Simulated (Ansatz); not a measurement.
The starting structures come from a database of crystals and need not be the phases stable at ambient conditions.

 Where the default PAW files enter, the runs use the earlier of Ansatz's two default sets.

Inside the gap of an insulator the Bloch states are evanescent, with a wavenumber k + iκ along the transport direction.

Data:

```yaml
crystal:
  lattice:
    - [7.47093, 0.00000, 0.00000]
    - [-3.73546, 6.47001, 0.00000]
    - [3.73546, 2.15667, 6.09999]
  atoms:
    - { symbol: Al, position: [0.25000, 0.37500, 0.37500] }
    - { symbol: Al, position: [0.75000, 0.37500, 0.37500] }
    - { symbol: Al, position: [0.25000, 0.87500, 0.37500] }
    - { symbol: Al, position: [0.75000, 0.37500, 0.87500] }
    - { symbol: Zn, position: [0.50000, 0.75000, 0.75000] }
    - { symbol: Zn, position: [0.00000, 0.00000, 0.00000] }
    - { symbol: Se, position: [0.76802, 0.61599, 0.61599] }
    - { symbol: Se, position: [0.26802, 0.13401, 0.13401] }
    - { symbol: Se, position: [0.76802, 0.15203, 0.61599] }
    - { symbol: Se, position: [0.26802, 0.13401, 0.59797] }
    - { symbol: Se, position: [0.23198, 0.61599, 0.15203] }
    - { symbol: Se, position: [0.73198, 0.59797, 0.13401] }
    - { symbol: Se, position: [0.23198, 0.61599, 0.61599] }
    - { symbol: Se, position: [0.73198, 0.13401, 0.13401] }
```

Space group of this cell: Fd-3m, spinel. The cell is taken as given.

Transport runs along the normal of the first two printed cell vectors, the (111) plane of the conventional cell.

No gap correction and no spin-orbit coupling; mid-gap values are interpolated between computed energies.

Problem. Compute, with PBEsol (Ansatz, an electronic-structure program), the band gap and the smallest decay constant κ at mid-gap.

Solution. Gap 1.48 eV on a 6×6×6 mesh; κ = 0.097 1/Å, at the zone centre.
